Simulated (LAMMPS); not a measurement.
Consider Mo (bcc), 250 atoms, at 2170 K and 0 GPa, heated as the crystal in molecular dynamics.

Level of theory: MD with a machine-learned potential, pair style snap, file Mo_Zuo_JPCA2020.snap (LAMMPS).

Starting crystal:

```cif
data_Mo2
_chemical_formula_sum 'Mo2'
_space_group_name_H-M_alt 'Im-3m'
_space_group_IT_number 229
_space_group_name_Hall '-I 4 2 3'
_cell_length_a 3.15000
_cell_length_b 3.15000
_cell_length_c 3.15000
_cell_angle_alpha 90.000
_cell_angle_beta 90.000
_cell_angle_gamma 90.000
loop_
_atom_site_label
_atom_site_type_symbol
_atom_site_symmetry_multiplicity
_atom_site_Wyckoff_symbol
_atom_site_fract_x
_atom_site_fract_y
_atom_site_fract_z
_atom_site_occupancy
Mo1 Mo 2 a 0.00000 0.00000 0.00000 1
```

Q: Predict the coordination number, the enthalpy per atom.

A: coordination number: 14.0 (counted to 3.82 Å); enthalpy per atom: -10.251 ± 0.003 eV.
